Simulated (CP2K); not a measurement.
Band structure of TlBi₂ (P6/mmm, 3 atoms in the cell).

```
TlBi2
1.0
    5.70866     0.00000     0.00000
   -2.85433     4.94384     0.00000
    0.00000     0.00000     3.39376
Tl Bi
1 2
Direct
  0.00000   0.00000   0.00000
  0.66667   0.33333   0.50000
  0.33333   0.66667   0.50000
```

Level of theory: LDA (Pade form), GPW, DZVP-MOLOPT-SR-GTH basis, GTH-PADE potentials (GTH_POTENTIALS) (CP2K 2026.2).

Settings: CUTOFF = 500 Ry; REL_CUTOFF = 50 Ry; SMEAR/METHOD = GAUSSIAN; SIGMA = 0.136 eV; KPOINTS/SCHEME = MONKHORST-PACK 6 6 8; GAMMA_CENTERED = T; XC_FUNCTIONAL = PADE; Tl/BASIS_SET = DZVP-MOLOPT-SR-GTH; Tl/POTENTIAL = GTH-PADE-q13; Bi/BASIS_SET = DZVP-MOLOPT-SR-GTH; Bi/POTENTIAL = GTH-PADE-q5; METHOD = GPW; EPS_DEFAULT = 1e-10; EXTRAPOLATION = USE_GUESS.

The starting cell comes from a database of computed structures (which also holds hypothetical and non-ambient phases and stackings), without a prior relaxation at this level. Spin-orbit coupling is off. Values carry the incompleteness of an atom-centred basis.

Levels in eV from the Fermi level, bands 9 to 14:
| point | 9 | 10 | 11 | 12 | 13 | 14 |
|---|---|---|---|---|---|---|
| Γ | -3.30 | -3.30 | -2.00 | -2.00 | 2.14 | 5.10 |
| M | -4.56 | -0.64 | -0.17 | 1.75 | 2.84 | 3.18 |
| K | -2.24 | -1.97 | -1.97 | 2.80 | 3.55 | 3.55 |
| A | -2.17 | -1.87 | -1.87 | -1.86 | -0.41 | 1.32 |
| L | -4.26 | -2.74 | -2.55 | -2.36 | 1.20 | 2.15 |
| H | -3.78 | -3.75 | -3.75 | 0.42 | 0.42 | 1.10 |

Bands cross the Fermi level along this path, so the cell is metallic at this level.

Higher empty bands are left out: an atom-centred basis made for the valence describes them poorly.
